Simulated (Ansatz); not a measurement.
Cubic perovskite KMgF3 was calculated with PBE0 (PAW; Ansatz, a first-principles code).

Run with plane-wave cutoff 460 eV, 6×6×6 k mesh, Fermi–Dirac smearing 0.01 eV, scalar-relativistic PAW data made under PBE.

Pressure at four volumes; x = ln(V/12.813 Å³). One pressure is withheld.

```csv
V (Å³/atom),x,P (GPa)
12.172,-0.0513,4.37
12.813,0.0000,0.14
13.063,0.0193,-1.22
13.453,0.0487,?
```

Pass a parabola P(x) through the three rows shown, estimate the bulk modulus and its pressure derivative near zero pressure, and predict the withheld pressure.

Slopes between the rows: (0.14 − (4.37))/(0.0000 − (-0.0513)) = -82.46 and (-1.22 − (0.14))/(0.0193 − (0.0000)) = -70.47 GPa. Their difference over the span 0.0706 is c = 11.99/0.0706 = 169.8 GPa, so P(x) = 4.37 + (-82.46)(x − (-0.0513)) + 169.8 (x − (-0.0513))(x − (0.0000)). At the middle row B = −dP/dx = −[-82.46 + 169.8 × 0.0513] = 73.7 GPa, and B′ = dB/dP = 2c/B = 4.6. At x = 0.0487 the parabola gives -3.05 GPa; the run gives -3.07 GPa. The Birch–Murnaghan fit to the energies at all volumes has B0 = 72.8 GPa and B′ = 4.4.

Measured, for comparison: bulk modulus 75.1 GPa (room temperature, not corrected to a static lattice, our sources range from 71.2 to 75.1; as tabulated in Vaitheeswaran et al. (2007), arXiv:cond-mat/0703621). Computed (rounded) less measured: bulk modulus -3 % (inside the range of the sources held).
